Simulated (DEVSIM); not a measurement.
Structure: abrupt Si p-n junction, at 400 K.

Layer 1 from the left is Si, thickness (μm) 0.290, Na (cm⁻³) 9.5e17, τn (s) 0.00077, τp (s) 0.00077. Layer 2 from the left is Si, thickness (μm) 38.0, Nd (cm⁻³) 8.7e17, τn (s) 0.00077, τp (s) 0.00077.

Left contact: ohmic. Right contact: ohmic. Voltage is applied to the left contact. Recombination: SRH at mid-gap. Mobility is constant in doping.

The device is made up for the run: typed textbook-type constants, with dimensions and the other settings drawn at random. Values at 300 K; Nc and Nv go as T^1.5, mobilities as T to minus their exponent, the gap by Varshni's rule with the affinity fixed.

Si: gap (eV) 1.124, affinity (eV) 4.05, permittivity 11.7, Nc (cm⁻³) 2.86e19, Nv (cm⁻³) 3.1e19, μn (cm²/Vs) 1417, μp (cm²/Vs) 470, T exponent of μn 2.3, T exponent of μp 2.2, Varshni α (eV/K) 0.000473, Varshni β (K) 636.

Q: Estimate by hand the built-in potential, the peak field at zero bias, and compare with a numerical solution.

A: 
- Built-in potential: ni = √(Nc Nv) exp(−Eg/2kT) = 5.68e12 cm⁻³ with Eg = 1.096 eV; Vbi = kT/q ln(Na Nd/ni²) = 0.826 V; numerical 0.826 V.
- Peak field at zero bias: depletion approximation: W = √(2εVbi/(qN)) = 0.0485 μm with N = 4.54e17 cm⁻³; field = 2Vbi/W = 341000 V/cm; numerical 326000 V/cm (estimate above by 4.4 %).

Simulated with DEVSIM: 1D drift-diffusion, Boltzmann statistics, complete ionisation; no tunnelling, impact ionisation, image-force lowering or self-heating.
